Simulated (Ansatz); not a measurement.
An Ansatz (a program for electronic structure) input (DFT with r2SCAN, PAW potentials and a 500 eV plane-wave cutoff in Ansatz, spin-orbit coupling left out):

Ansatz 0.2 input:
```yaml
crystal:
  lattice:
    - [-1.6008597112, 1.6008597112, 3.9092875477]
    - [1.6008597112, -1.6008597112, 3.9092875477]
    - [1.6008597112, 1.6008597112, -3.9092875477]
  atoms:
    - { symbol: Mo, position: [0, 0, 0] }
    - { symbol: Si, position: [0.3352978418, 0.3352978418, 0] }
    - { symbol: Si, position: [0.6647021582, 0.6647021582, 0] }
basis: { ecutwfc: 500, ecutrho_ratio: 4, xc_grid: 4, fft_grid_basis: typed }
kpoints: { mp_grid: { grid: [14, 14, 14] } }
hamiltonian:
  xc: r2scan
  dispersion: none
  pseudopotentials: { kind: paw }
scf: { occupations: { method: fermi_dirac, width: 0.05 }, convergence: { dr2_threshold: 0.0000000003 } }
output: { forces: true, stress: true }
```

Problem. Which symmetry and how many k-points will the program report, and about how many plane waves at Γ?

Solution. Space group I4/mmm (ITA 139) with 16 operations, k-points 244 of 2744, and 1023 plane waves at Γ.

Stability against distortions was not tested. All final runs are without spin polarisation. The cell is MoSi2 (space group I4/mmm, No. 139).
